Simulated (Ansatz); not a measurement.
HfC (model structure, F-43m, No. 216, 2 atoms in the cell) was calculated with HSE06+SOC (Ansatz, a quantum-chemistry and plane-wave program, plane waves, PAW).

Run with plane-wave cutoff 460 eV, 8×8×8 k mesh, Fermi–Dirac smearing 0.01 eV, PAW data made under PBE.

Cell (relaxed with PBEsol):

HfC is modelled in the cubic space group F-43m (No. 216), the zinc blende structure, Pearson symbol cF8. Conventional cell: a = 4.996 Å, b = 4.996 Å, c = 4.996 Å, α = 90.00°, β = 90.00°, γ = 90.00°. Hf on 4a is surrounded by 4 C at 2.163 Å (tetrahedral). C on 4d is surrounded by 4 Hf at 2.163 Å (tetrahedral). (Neighbours: up to the widest gap in distance over summed covalent radii, below 1.35, at either atom; cation-cation and far metal-metal contacts left out.)
(The calculation used a cell of 2 atoms; values per cell refer to that cell.)

### Question
Predict the band gap and direct gap at Γ.

### Answer

- band gap: 0.73 eV (on the SCF k mesh) (direct)
- direct gap at Γ: 6.80 eV

Note: the relaxation could raise the start's symmetry but not lower it, so the cell can be a saddle point; cell and atoms aren't relaxed at this level (pressure 3.1 GPa).

A model structure was made by putting elements into a prototype or built by hand; it is no filed structure, need not be a known phase, and can be a saddle point held by its symmetry.
